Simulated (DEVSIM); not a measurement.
System: abrupt Si n-p junction, at 400 K.

| layer (left to right) | material | thickness (μm) | Nd (cm⁻³) | Na (cm⁻³) | τn (s) | τp (s) |
|---|---|---|---|---|---|---|
| 1 | Si | 16.0 | 9.4e15 | - | 1.2e-6 | 1.2e-6 |
| 2 | Si | 100 | - | 8.4e14 | 1.2e-6 | 1.2e-6 |

Left contact: ohmic. Right contact: ohmic. Voltage is applied to the left contact. Recombination: SRH at mid-gap, Auger. Gap narrowing is on: ΔEg = 6.92 meV × (l + √(l² + 0.5)), l = ln(N/1.3e17 cm⁻³), shared equally by both band edges. Mobility is constant in doping.

This is a model device: material constants are rounded textbook-type values typed into the input, and sizes, dopings and lifetimes were drawn at random. Values at 300 K; Nc and Nv go as T^1.5, mobilities as T to minus their exponent, the gap by Varshni's rule with the affinity fixed.

| parameter | Si |
|---|---|
| gap (eV) | 1.124 |
| affinity (eV) | 4.05 |
| permittivity | 11.7 |
| Nc (cm⁻³) | 2.86e19 |
| Nv (cm⁻³) | 3.1e19 |
| μn (cm²/Vs) | 1417 |
| μp (cm²/Vs) | 470 |
| T exponent of μn | 2.3 |
| T exponent of μp | 2.2 |
| Cn (cm⁶/s) | 2.8e-31 |
| Cp (cm⁶/s) | 9.9e-32 |
| Varshni α (eV/K) | 0.000473 |
| Varshni β (K) | 636 |

Simulated with DEVSIM: 1D drift-diffusion, Boltzmann statistics, complete ionisation; no tunnelling, impact ionisation, image-force lowering or self-heating.

Problem. Tabulate band edges, carrier densities and field at -0.9 V on the left contact.

Solution. Energies count from the Fermi level of the right contact; mesh points crowd at the junctions.

| x (μm) | Ec (eV) | Ev (eV) | n (cm⁻³) | p (cm⁻³) | field (V/cm) |
|---|---|---|---|---|---|
| 0.000 | 1.191 | 0.096 | 9.4e15 | 3.5e9 | -22 |
| 0.05429 | 1.191 | 0.095 | 9.4e15 | 1.2e13 | -22 |
| 0.2310 | 1.191 | 0.095 | 9.5e15 | 5.2e13 | -22 |
| 0.7731 | 1.190 | 0.094 | 9.6e15 | 1.7e14 | -21 |
| 3.874 | 1.183 | 0.088 | 1.0e16 | 8.0e14 | -19 |
| 10.90 | 1.172 | 0.076 | 1.1e16 | 2.0e15 | -16 |
| 14.38 | 1.166 | 0.071 | 1.2e16 | 2.5e15 | -15 |
| 15.69 | 1.165 | 0.069 | 1.2e16 | 2.6e15 | -13 |
| 15.92 | 1.166 | 0.070 | 1.2e16 | 2.8e15 | 410 |
| 15.99 | 1.175 | 0.079 | 8.8e15 | 3.7e15 | 2700 |
| 16.03 | 1.185 | 0.089 | 6.5e15 | 5.0e15 | 1600 |
| 16.24 | 1.192 | 0.096 | 5.3e15 | 6.1e15 | ≈ 0 |
| 16.85 | 1.191 | 0.095 | 5.2e15 | 6.0e15 | -19 |
| 18.82 | 1.187 | 0.091 | 5.0e15 | 5.9e15 | -19 |
| 29.37 | 1.165 | 0.069 | 4.3e15 | 5.2e15 | -23 |
| 59.72 | 1.078 | -0.018 | 2.8e15 | 3.7e15 | -35 |
| 97.99 | 0.898 | -0.198 | 1.5e15 | 2.3e15 | -64 |
| 110.5 | 0.800 | -0.296 | 7.6e14 | 1.6e15 | -100 |
| 114.8 | 0.744 | -0.352 | 2.6e14 | 1.1e15 | -180 |
| 115.7 | 0.727 | -0.369 | 9.2e13 | 9.3e14 | -240 |
| 115.9 | 0.721 | -0.375 | 2.6e13 | 8.6e14 | -260 |
| 116.0 | 0.719 | -0.377 | 3.9e10 | 8.4e14 | -260 |
